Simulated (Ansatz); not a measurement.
The parent structure is KBr in the zinc blende structure (space group F-43m, No. 216; a hypothetical phase, not in the database extracts checked).

```
KBr
1.0
    0.00000     3.65560     3.65560
    3.65560     0.00000     3.65560
    3.65560     3.65560     0.00000
Br K
1 1
Direct
  0.75000   0.75000   0.75000
  0.00000   0.00000   0.00000
```

Cartesian axes are those of the cell as printed.

Level of theory: DFT with PBEsol, PAW potentials and a 420 eV plane-wave cutoff in Ansatz (a first-principles code), no spin-orbit coupling.

Base values:

| Property | Value |
|---|---|
| Shortest interatomic distance | 3.166 Å |
| Smallest direct gap | 4.36 eV |

One thing is altered: a pure shear with ε_xy = ε_yx = 0.0345, atoms relaxed at fixed cell.

Question: What happens to the shortest interatomic distance?

Answer: The shortest interatomic distance falls by 0.003 Å, from 3.166 Å to 3.163 Å.

Question: What happens to the energy relative to the base?

Answer: The energy increases by 1.6 meV/atom.

Question: Predict the new smallest direct gap.

Answer: The smallest direct gap shrinks by 0.073 eV to 4.28 eV.

Question: What does the calculation give for the stress after the change?

Answer: The stress (xx, yy, zz, yz, xz, xy; compression positive) amounts to (-0.02, -0.02, -0.04, 0.00, 0.00, -0.16) GPa.

The cells carry an imposed strain or load. Whether these cells are dynamically stable was not tested.
